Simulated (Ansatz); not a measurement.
For zinc-blende KH (model structure), r²SCAN (PAW; Ansatz, a first-principles code) gives:

| Quantity | Result |
|---|---|
| lattice constant a | 6.200 Å |
| formation enthalpy | -0.198 eV/atom |

What does HSE06 in Ansatz (PAW) give for the same quantities?


- lattice constant a: 6.200 Å (stays essentially unchanged)
- formation enthalpy: -0.155 eV/atom (moves by +0.043 eV/atom)

Changes are worked out from the printed values.

Unless a cell is named, each level is at its own relaxed cell (r²SCAN 29.78, HSE06 29.78 Å³/atom).

Caveats: exact exchange on metals is sensitive to the k mesh and can open a false gap (HSE06). Ansatz's density-functional and Hartree–Fock values are scalar-relativistic unless marked +SOC, with PAW data made under PBE.

A model structure was made by putting elements into a prototype or built by hand; it is no filed structure, need not be a known phase, and can be a saddle point held by its symmetry.
